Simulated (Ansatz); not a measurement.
# Response to strain in TlBr

The parent structure is TlBr in the CsCl type structure (space group Pm-3m, No. 221).

```
CELL_PARAMETERS angstrom
      3.91453     0.00000     0.00000
      0.00000     3.91453     0.00000
      0.00000     0.00000     3.91453
ATOMIC_POSITIONS crystal
  Tl 0.00000 0.00000 0.00000
  Br 0.50000 0.50000 0.50000
```

Cartesian axes are those of the cell as printed.

Strains are applied to the cell and any free atomic positions relax; under biaxial strain the out-of-plane vector relaxes too.

Computed with PBEsol (Ansatz, an electronic-structure program), no spin-orbit coupling.

Candidates:
(a) biaxial strain −2.50 %, plane normal [111], relaxed out of plane
(b) biaxial strain +0.83 %, plane normal [111], relaxed out of plane
(c) biaxial strain −0.83 %, plane normal [111], relaxed out of plane
(d) biaxial strain −1.25 %, plane normal [111], relaxed out of plane
(e) biaxial strain −1.67 %, plane normal [111], relaxed out of plane

Question: Order them by out-of-plane strain, lowest first.

Answer: (b) biaxial strain +0.83 %, plane normal [111], relaxed out of plane (-0.78 %), (c) biaxial strain −0.83 %, plane normal [111], relaxed out of plane (+0.87 %), (d) biaxial strain −1.25 %, plane normal [111], relaxed out of plane (+1.36 %), (e) biaxial strain −1.67 %, plane normal [111], relaxed out of plane (+1.95 %), (a) biaxial strain −2.50 %, plane normal [111], relaxed out of plane (+3.23 %)

Whether these cells are dynamically stable was not tested.
